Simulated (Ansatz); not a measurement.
Take HgSe in the zinc blende structure (space group F-43m, No. 216; a = 6.133 Å) as the base. Axes: x, y, z lie along the cube axes.

Calculations: Ansatz (a first-principles code), PBEsol, PAW, cutoff 420 eV, spin-orbit coupling left out.

For the base:

- Pressure: 0.0 GPa

Now apply this change: uniaxial strain ε_zz = +3.00 %, all other strain components held at zero, atoms relaxed at fixed cell.

Problem. What does the calculation give for the pressure after the change?

Solution. The pressure (mean of the normal stresses, compression positive) goes from zero to -1.4 GPa.

Problem. Estimate the effect on the energy relative to the base.

Solution. The energy goes up by 4.8 meV/atom.

A case with no gap was solved on a k-mesh chosen for an insulator, which is coarse for it. Stability against distortions was not tested. The final runs are not spin-polarised.
